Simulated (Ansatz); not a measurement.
## WS2, response to strain

Start from WS2 (space group P6_3/mmc, No. 194; layered, stacked along the Cartesian z axis).

```
WS2
1.0
    3.15413     0.00000     0.00000
   -1.57707     2.73156     0.00000
    0.00000     0.00000    12.14083
W S
2 4
Direct
  0.66667   0.33333   0.75000
  0.33333   0.66667   0.25000
  0.66667   0.33333   0.37970
  0.33333   0.66667   0.87970
  0.33333   0.66667   0.62030
  0.66667   0.33333   0.12030
```

Strains are applied to the cell and any free atomic positions relax.

Computed with Kohn–Sham DFT with the PBE-D3(BJ) functional, run in Ansatz (a quantum-chemistry and plane-wave program) with PAW and 420 eV plane waves, no spin-orbit coupling.

Notes on the quantities. energy relative to the base: free energy F.

```json
[
 {"isotropic strain (%)": "-3", "energy relative to the base (meV/atom)": "38.9"},
 {"isotropic strain (%)": "-2.4", "energy relative to the base (meV/atom)": "24.3"},
 {"isotropic strain (%)": "-1.8", "energy relative to the base (meV/atom)": "13.4"},
 {"isotropic strain (%)": "-1.2", "energy relative to the base (meV/atom)": "5.8"},
 {"isotropic strain (%)": "-0.6", "energy relative to the base (meV/atom)": "?"},
 {"isotropic strain (%)": "0", "energy relative to the base (meV/atom)": "0.0"}
]
```

### Question
Fit ΔE = Aε² + Bε³ (ε in %) to the rows shown and predict the withheld row.

### Answer
Least squares on the printed values gives A = 3.84 and B = -0.16 meV/atom (largest residual 0.0 meV/atom); this predicts 1.4 meV/atom, and the run gives 1.4 meV/atom, in agreement.

Whether these cells are dynamically stable was not tested.
